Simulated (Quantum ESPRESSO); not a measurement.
# Quick settings and what they miss: Rb₂MgCl₄ (I4/mmm, 7 atoms in the cell)

Self-consistent single point.

```
CELL_PARAMETERS angstrom
     -2.52359     2.52359     8.19840
      2.52359    -2.52359     8.19840
      2.52359     2.52359    -8.19840
ATOMIC_POSITIONS crystal
  Rb 0.35698 0.35698 0.00000
  Rb 0.64302 0.64302 0.00000
  Mg 0.00000 0.00000 0.00000
  Cl 0.15486 0.15486 0.00000
  Cl 0.84514 0.84514 0.00000
  Cl 0.50000 0.00000 0.50000
  Cl 0.00000 0.50000 0.50000
```

Method of the run: LDA (PZ), GBRV 1.5 ultrasoft (LDA) pseudopotentials (plane waves; Quantum ESPRESSO).

Base settings: ecutwfc = 40 Ry; ecutrho = 200 Ry; occupations = smearing; smearing = gauss; degauss = 0.00147 Ry; potentials = {Rb: rb_lda_v1.uspp.F.UPF, Mg: mg_lda_v1.4.uspp.F.UPF, Cl: cl_lda_v1.4.uspp.F.UPF}; K_POINTS = automatic 6 6 6 0 0 0; conv_thr = 1e-08 Ry; mixing_beta = 0.7.

Tight run (finer mesh or higher cutoff; not a proven limit): ecutwfc: 40 Ry → 56 Ry; ecutrho: 200 Ry → 280 Ry; conv_thr: 1e-08 Ry → 7.3e-11 Ry; K_POINTS: automatic 6 6 6 0 0 0 → automatic 9 9 9 0 0 0. It gave top of the valence band (on the code's own zero) 1.41 eV; gap on the k-point mesh 4.37 eV; pressure -2.87 GPa; largest force (vector length) 0.233 eV/Å.

Quick runs, as changes from the base:
- A: the base itself
- B: ecutwfc: 40 Ry → 36 Ry; ecutrho: 200 Ry → 288 Ry; smearing: gauss → mp; degauss: 0.00147 Ry → 0.036749 Ry; conv_thr: 1e-08 Ry → 7.3e-06 Ry; pseudopotentials: {Rb: rb_lda_v1.uspp.F.UPF, Mg: mg_lda_v1.4.uspp.F.UPF, Cl: cl_lda_v1.4.uspp.F.UPF} → {Rb: Rb_ONCV_PBE-1.0.oncvpsp.upf, Mg: Mg.pbe-n-kjpaw_psl.0.3.0.UPF, Cl: cl_pbe_v1.4.uspp.F.UPF}; K_POINTS: automatic 6 6 6 0 0 0 → automatic 6 6 6 1 1 1; input_dft: default → pbesol [PBEsol]
- C: ecutwfc: 40 Ry → 20 Ry; ecutrho: 200 Ry → 100 Ry; smearing: gauss → mp; degauss: 0.00147 Ry → 0.036749 Ry; K_POINTS: automatic 6 6 6 0 0 0 → automatic 2 2 2 0 0 0
- D: K_POINTS: automatic 6 6 6 0 0 0 → automatic 4 4 4 1 1 1
- E: ecutwfc: 40 Ry → 24 Ry; ecutrho: 200 Ry → 120 Ry; K_POINTS: automatic 6 6 6 0 0 0 → automatic 3 3 3 0 0 0
- F: ecutwfc: 40 Ry → 28 Ry; ecutrho: 200 Ry → 140 Ry; smearing: gauss → fd; degauss: 0.00147 Ry → 0.0099958 Ry; K_POINTS: automatic 6 6 6 0 0 0 → automatic 8 8 8 0 0 0

Dashes: energy of B, another energy zero; time of C, under 30 s.

Gaps are read on each run's own mesh, which may miss the band edges.

† marks runs with another functional, U, potentials or spin treatment: their distance from the tight run is not a convergence error alone.

The count of work is k-points × plane waves × bands × iterations; it is no time. Core times come from one kind of shared machine and are given to one figure; runs under 30 s give none.

The starting cell comes from a database of computed structures (which also holds hypothetical and non-ambient phases and stackings), without a prior relaxation at this level. Its lattice was rescaled by a random factor within 2.5 % of one.

```csv
run,energy less tight (meV/atom),pressure less tight (GPa),largest miss in a force vector (eV/Å),gap on the mesh less tight (eV),count of work / tight,core time / tight (rough)
A,1.2,0.01,0.001,-0.010,0.19,0.2
B†,–,1.56,0.072,0.269,0.099,0.2
C,979.5,-23.30,0.007,-0.003,0.010,–
D,1.3,0.01,0.001,0.098,0.071,0.1
E,246.3,-7.49,0.006,0.065,0.020,0.03
F,56.3,-2.24,0.002,-0.008,0.22,0.2
```

Among the runs at the tight run's level, the energy misses run from 1.2 to 979.5 meV/atom.
